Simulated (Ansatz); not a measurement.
# Br on the 1x1 (110) surface of bcc Ta, one in a 2x2 cell, started at the site 'hollow Ta-Ta-Ta'

Method: PBE (plane waves to 420 eV, PAW; Ansatz, an electronic-structure program).

Slab: 17 atoms, 6.8 Å thick at the start under the adsorbate (thin: gaps and levels are the slab's own); k 5x5x1, smearing 0.1 eV, dipole-corrected; 8 atoms held, the rest relaxed; held to the start's symmetry, so lower structures may exist; no spin, no spin-orbit, no U, no dispersion correction. At the end it is bonded to 4 Ta. In PBE it is, or lies within 0.03 eV of, the lowest of the starts that converged.

```json
{
  "adsorption energy against ½ Br2(g)": "-67.4 kcal/mol",
  "work_function_of_the_top_face": "4.14 eV",
  "change_of_the_work_function": "-0.63 eV",
  "change_of_the_step_from_the_bottom_to_the_top_vacuum_level_against_the_clean_slab": "-0.62 eV",
  "energy_released_by_relaxation": "0.46 eV",
  "height of the binding atom over the mean of the host atoms within 0.3 Å of the top one": "2.014 Å",
  "nearest_host_atoms_of_the_binding_atom": "Ta at 2.68 Å, Ta at 2.68 Å, Ta at 3.01 Å",
  "largest_move_of_a_host_atom": "0.14 Å",
  "cost": "around 9 core-minutes (rough)"
}
```

A negative adsorption energy means that the adsorbate is more stable on the surface than in its reference.
